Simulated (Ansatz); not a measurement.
# How far PBE and PBEsol part for Sc

The parent structure is Sc in the hcp (Mg type) structure (space group P6_3/mmc, No. 194; a = 3.319 Å, c = 5.166 Å).

(Cell as relaxed with PBE.)

Levels (all Ansatz, a program for electronic structure, PAW): PBE (420 eV, no spin-orbit coupling); PBEsol (420 eV, without spin-orbit coupling).

Each level relaxes its own structure.

```csv
quantity,PBE,PBEsol
volume per atom,24.65 Å³,23.65 Å³
lattice parameter a,3.319 Å,3.277 Å
lattice parameter c,5.166 Å,5.085 Å
band gap,zero,zero
```

PBE's volume per atom lies 1.00 Å³ above PBEsol's (4.2 %); PBE's lattice parameter a lies 0.042 Å above PBEsol's (1.3 %); PBE's lattice parameter c lies 0.081 Å above PBEsol's (1.6 %); the two agree on the band gap. Neither level is exact; PBEsol is the comparison here, not a measurement.

Whether these cells are dynamically stable was not tested. All final runs are without spin polarisation.
